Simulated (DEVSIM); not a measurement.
Structure: abrupt Si n-p junction, at 300 K.

Layer 1 from the left is Si, thickness (μm) 28.0, Nd (cm⁻³) 1.2e18, τn (s) 2.4e-7, τp (s) 2.4e-7. Layer 2 from the left is Si, thickness (μm) 150, Na (cm⁻³) 7e15, τn (s) 2.4e-7, τp (s) 2.4e-7.

Left contact: ohmic. Right contact: ohmic. Voltage is applied to the left contact. Recombination: SRH at mid-gap, radiative. Mobility is μmin + (μ − μmin)/(1 + (N/Nref)^α).

Constants are typed, rounded textbook-type inputs, not results; the design itself was drawn at random and stands for no fabricated device. Values at 300 K.

Si: gap (eV) 1.124, affinity (eV) 4.05, permittivity 11.7, Nc (cm⁻³) 2.86e19, Nv (cm⁻³) 3.1e19, μn (cm²/Vs) 1417, μp (cm²/Vs) 470, μn,min 52, μp,min 45, Nref,n 9.7e16, Nref,p 2.2e17, αn 0.68, αp 0.72, B (cm³/s) 4.7e-15.

Problem. Estimate by hand the built-in potential, the peak field at zero bias, the capacitance at 3 V, and compare with a numerical solution.

Solution. 
- Built-in potential: ni = √(Nc Nv) exp(−Eg/2kT) = 1.08e10 cm⁻³ with Eg = 1.124 eV; Vbi = kT/q ln(Na Nd/ni²) = 0.825 V; numerical 0.825 V.
- Peak field at zero bias: depletion approximation: W = √(2εVbi/(qN)) = 0.392 μm with N = 6.96e15 cm⁻³; field = 2Vbi/W = 42100 V/cm; numerical 68200 V/cm (estimate below by 38 %).
- Capacitance at 3 V: C = √(qεN / 2(Vbi + |V|)) = 12.3 nF/cm²; numerical 12.4 nF/cm² (estimate below by 0.83 %).

DEVSIM, 1D drift-diffusion, Boltzmann statistics, complete ionisation; no tunnelling, impact ionisation, image-force lowering or self-heating.
